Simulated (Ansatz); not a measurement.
The reference is W in the bcc (W type) structure (space group Im-3m, No. 229; a = 3.1542 Å; relaxed with 0.1 eV smearing). Axes: x, y, z lie along the cube axes.

Structures relaxed with plane-wave PAW DFT at the PBEsol level (Ansatz, a first-principles code, 420 eV), without spin-orbit coupling.

Base:

Simulated powder pattern, Mo Kα, λ = 0.71073 Å (kinematic, ideal powder, no thermal factors, no anomalous dispersion; the 8 strongest lines at most, above 2 %, up to 2θ = 40°):

| 2θ (°) | I/Imax (%) | hkl |
|---|---|---|
| 18.34 | 100 | (110) |
| 26.04 | 19 | (200) |
| 32.04 | 42 | (211) |
| 37.16 | 13 | (220) |

After one change:

Simulated powder pattern, Mo Kα, λ = 0.71073 Å (kinematic, ideal powder, no thermal factors, no anomalous dispersion; the 8 strongest lines at most, above 2 %, up to 2θ = 40°):

| 2θ (°) | I/Imax (%) |
|---|---|
| 18.24 | 51 |
| 18.33 | 100 |
| 25.91 | 20 |
| 26.15 | 9.5 |
| 31.92 | 42 |
| 32.07 | 21 |
| 36.97 | 6.6 |
| 37.14 | 13 |

### Question
Which of these changes matches the shifts?
(A) biaxial strain −2.50 %, plane normal [001], relaxed out of plane
(B) biaxial strain +0.50 %, plane normal [001], relaxed out of plane
(C) biaxial strain +1.50 %, plane normal [001], relaxed out of plane
(D) biaxial strain +1.00 %, plane normal [001], relaxed out of plane

### Answer
B, biaxial strain +0.50 %, plane normal [001], relaxed out of plane. Its volume per atom is 15.79 Å³ against 15.69 Å³, and its space group is I4/mmm (No. 139).

No phonon test of stability was made. All final runs are without spin polarisation.
